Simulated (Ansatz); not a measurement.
A computed series for KTaO3: response to strain

Take KTaO$_{3}$ in the cubic perovskite structure (space group Pm-3m, No. 221; a = 3.952 Å) as the base. Axes: x, y, z lie along the cube axes.

Strains are applied to the cell and any free atomic positions relax; under biaxial strain the out-of-plane vector relaxes too.

Level of theory: LDA, PAW, 420 eV (Ansatz, an electronic-structure program; no SOC).

| biaxial strain, plane normal [111], relaxed out of plane (%) | band gap (eV) |
|---|---|
| 0 | 2.13 |
| 0.5 | ? |
| 1 | 2.05 |
| 1.5 | 2.01 |
| 2 | 1.97 |
| 2.5 | 1.93 |

Fit E_g = E₀ + Dε (ε in %) to the rows shown and predict the withheld row.

Least squares on the printed values gives E₀ = 2.13 eV, D = -80.0 meV per % of strain (largest residual 0.00 eV); this predicts 2.09 eV, and the run gives 2.09 eV, in agreement.

Spin-orbit coupling, missing from the scalar runs, can matter with Ta. Semilocal Kohn–Sham gaps tend to fall short of experiment. Stability against distortions was not tested.
